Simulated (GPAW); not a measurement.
**How far to go with the k-point mesh at a smearing width of 0.02 eV: Pt (Fm-3m, 1 atom in the cell)**

```xyz
1
Lattice="0.0000 1.9541 1.9541 1.9541 0.0000 1.9541 1.9541 1.9541 0.0000" Properties=species:S:1:pos:R:3 pbc="T T T"
Pt     0.0000     0.0000     0.0000
```

Method: PBEsol, GPAW PAW datasets PBEsol (made by gpaw-setup) (plane waves; GPAW).

Base settings: mode = pw; ecut = 600 eV; xc = PBEsol; kpts = 12 12 12; mesh shift (steps) = 0 0 0; occupations.name = methfessel-paxton; occupations.width = 0.1 eV; occupations.order = 0; nbands = -5; convergence.density = 1e-05 e/electron.

In this ladder: occupations.width = 0.02 eV.

Only quantities that move along the ladder and can be compared are tabulated.

The count of work is k-points × plane waves × bands × iterations; it is no time. Core times come from one kind of shared machine, to one figure; runs under 30 s give none.

The starting cell has typed, rounded lattice constants, without a prior relaxation at this level. Its lattice was rescaled by up to half a per cent. Spin polarisation is off.

| kpts | free energy less the last step's (meV/atom) | pressure (GPa) | count of work / last | core time / last (rough) |
|---|---|---|---|---|
| 5 5 5 | 316.39 | 6.84 | 0.0094 | – |
| 6 6 6 | -111.42 | -0.92 | 0.013 | – |
| 7 7 7 | 40.38 | 3.42 | 0.019 | – |
| 9 9 9 | -31.40 | 1.33 | 0.029 | – |
| 11 11 11 | -5.82 | 1.44 | 0.049 | – |
| 13 13 13 | 9.62 | 1.71 | 0.074 | – |
| 16 16 16 | 1.89 | 1.69 | 0.14 | – |
| 19 19 19 | -0.13 | 1.69 | 0.18 | – |
| 23 23 23 | 0.66 | 1.79 | 0.30 | 0.3 |
| 28 28 28 | -0.31 | 1.77 | 0.47 | 0.4 |
| 34 34 34 | 0.00 | 1.75 | 1.0 | 1 |

Coarsest kpts that holds the free energy within 5 meV/atom of the last step, with all finer ones: 16 16 16, at 0.14 of the last step's count of work; the step before is off by 9.6 meV/atom.

Coarsest kpts that holds the pressure within 0.1 GPa of the last step, with all finer ones: 13 13 13, at 0.074 of the last step's count of work; the step before is off by 0.31 GPa.
